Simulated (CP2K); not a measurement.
Checking a run of CP2K on TiCd (P4/nmm, 4 atoms in the cell). The aim is a self-consistent single point with DFT PBEsol, GPW, DZVP-MOLOPT-PBE-GTH basis, GTH-PBE potentials (POTENTIAL_UZH).

Cell that was meant: a = 2.8711 Å, b = 2.8711 Å, c = 8.9610 Å, α = 90.00°, β = 90.00°, γ = 90.00°.

Part of the input:

```
    POTENTIAL_FILE_NAME POTENTIAL_UZH
    &QS
      METHOD GPW
      EPS_DEFAULT 1E-6
    &END QS
    &MGRID
      CUTOFF 600
```

Log, with long lists cut:

```
 GLOBAL| Method name                                                        CP2K
   [... lines left out ...]
                           48                48.000                        1.000

 Number of electrons:                                                         48
 Number of occupied orbitals:                                                 24
 Number of molecular orbitals:                                                33

 Number of orbital functions:                                                102
 Number of independent orbital functions:                                    102
 SCF WAVEFUNCTION OPTIMIZATION

  Step     Update method      Time    Convergence         Total energy    Change
     1 NoMix/Diag. 0.20E+00      -     1.18417252      -208.8530931463 -2.09E+02
     2 Broy./Diag. 0.20E+00      -     0.28491594      -208.4645893245  3.89E-01
     3 Broy./Diag. 0.20E+00      -     0.03284321      -210.0555770173 -1.59E+00
     4 Broy./Diag. 0.20E+00      -     0.04669006      -208.7517202863  1.30E+00
     5 Broy./Diag. 0.20E+00      -     0.00527407      -207.8876715854  8.64E-01
     6 Broy./Diag. 0.20E+00      -     0.00385640      -207.9005370712 -1.29E-02
   [... 6 lines left out ...]
    13 Broy./Diag. 0.20E+00      -     0.00001184      -207.9174331584 -1.65E-04
    14 Broy./Diag. 0.20E+00      -     0.00000195      -207.9173662240  6.69E-05
    15 Broy./Diag. 0.20E+00      -     0.00000128      -207.9173629371  3.29E-06
    16 Broy./Diag. 0.20E+00      -     0.00000083      -207.9173678209 -4.88E-06
  *** SCF run converged in    16 steps ***

  Overlap energy of the core charge distribution:               0.00000000032653
  Self energy of the core charge distribution:               -360.96724757718681
  Core Hamiltonian energy:                                    101.87016411538990
  Hartree energy:                                              78.70441747851393
  Exchange-correlation energy:                                -27.52189330382198
  Electronic entropic energy:                                  -0.00280853461895
  Fermi energy:                                                 0.34867357683706

  Total energy:                                              -207.91736782090223
  Total energy (extrapolated to T->0):                       -207.91596355359275

   [... lines left out ...]
 STRESS|                        x                   y                   z
 STRESS|      x       -8.80182406040E+03  -7.01594258116E-05  -2.31106968672E+00
 STRESS|      y       -7.01594258116E-05  -8.79902528983E+03   2.31106213014E+00
 STRESS|      z       -2.31106968672E+00   2.31106213014E+00  -1.01099306464E+04
 STRESS| 1/3 Trace                                            -9.23692666555E+03
```

Problem. Is anything amiss in this input, and did it matter?

Solution. The results can be used. The input holds a loose overall precision setting, which can do harm: this key sets the screening of integrals and grid mapping; loose values add noise to the density and the energy. Here it did none. The run converged in 16 iterations, and against the sound input the free energy is nearly the same (within 1 meV/atom), the pressure hardly changes (-0.89 to -0.92 GPa) and the largest force moves little (0.075 to 0.077 eV/Å).

The sound input it was made from differs as follows (other fixes are possible):
```diff
-      EPS_DEFAULT 1E-6
+      EPS_DEFAULT 1E-10
```

With that input, the run converged in 16 iterations: free energy E − TS -5657.7184 eV; Fermi level (on the code's own zero) 9.49 eV; pressure -0.89 GPa; largest force (vector length) 0.075 eV/Å (DFT PBEsol, GPW, DZVP-MOLOPT-PBE-GTH basis, GTH-PBE potentials (POTENTIAL_UZH)).

On the sound input: the starting cell comes from a database of computed structures (which also holds hypothetical and non-ambient phases and stackings), without a prior relaxation at this level. Its lattice was rescaled by a random factor within 2.5 % of one. Spin polarisation is off. Values carry the incompleteness of an atom-centred basis. The potentials were made for another functional than the one used. Without a gap this mesh is coarse (it stands for a supercell whose shortest vector is 18 Å).
